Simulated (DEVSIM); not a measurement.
Structure: Cr/HfO2/p-Ge capacitor, at 400 K.

Layer 1 from the left is HfO2, thickness (nm) 14.0. Layer 2 from the left is Ge, thickness (nm) 4900, Na (cm⁻³) 1.5e16.

Metal gate on the left, work function 4.5 eV. Fixed charge at the semiconductor interface 3.9e11 cm⁻² (in units of +e); interface traps 9.1e10 cm⁻² eV⁻¹, uniform in energy, neutral level at 0.7 of the gap above the valence band.

This is a model device: material constants are rounded textbook-type values typed into the input, and sizes, dopings and lifetimes were drawn at random. Values at 300 K; Nc and Nv go as T^1.5, mobilities as T to minus their exponent, the gap by Varshni's rule with the affinity fixed.

HfO2: gap (eV) 5.7, affinity (eV) 2.5, permittivity 22. Ge: gap (eV) 0.664, affinity (eV) 4, permittivity 16, Nc (cm⁻³) 1.04e19, Nv (cm⁻³) 6e18, Varshni α (eV/K) 0.000477, Varshni β (K) 235.

Model (solved in DEVSIM): 1D Poisson equation in equilibrium, Boltzmann statistics, complete ionisation; no quantum confinement or tunnelling. Metal contacts follow the ideal Schottky-Mott rule: no Fermi-level pinning, no interface dipoles.

Task: What does the simulation give for the threshold voltage (band bending 2φF), the minimum of the low-frequency capacitance?

Result: threshold voltage (band bending 2φF) 0.24 V; minimum of the low-frequency capacitance 0.163 μF/cm².
